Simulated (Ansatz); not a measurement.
Fluorite PbF₂ (high-temperature phase) was calculated with LDA (Ansatz, an electronic-structure program, plane waves, PAW).

Settings: plane-wave cutoff 520 eV, 8×8×8 k mesh, perturbation theory, force constants from a 4×4×4 q mesh, scalar-relativistic PAW data made under PBE.

Computed at the level's own relaxed cell.

Harmonic phonon frequencies (cm⁻¹; i marks an imaginary mode; at Γ without the LO shift):

```
q point                    frequencies
-------  -----------------------------
Γ        0 0 0 126 126 126 260 260 260
```
